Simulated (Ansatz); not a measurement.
The reference is MgB$_{2}$ (space group P6/mmm, No. 191; a = 3.064 Å, c = 3.498 Å; relaxed with 0.1 eV smearing). Axes: x lies along a and z along c of the hexagonal cell.

Level of theory: PBEsol/PAW in Ansatz (a quantum-chemistry and plane-wave program), without spin-orbit coupling.

Base values:

The shortest interatomic distance is 1.769 Å and the pressure is 0.0 GPa.

One thing is altered: biaxial strain −3.00 %, plane normal [001], relaxed out of plane (Cartesian); in-plane vectors clamped, the third vector and the atoms free.

**Question.** How does this affect the shortest interatomic distance?

**Answer.** The shortest interatomic distance drops by 0.053 Å to 1.716 Å.

**Question.** Estimate the effect on the pressure.

**Answer.** The pressure (mean of the normal stresses, compression positive) goes from zero to 11.1 GPa.

Stability against distortions was not tested. All final runs are without spin polarisation.
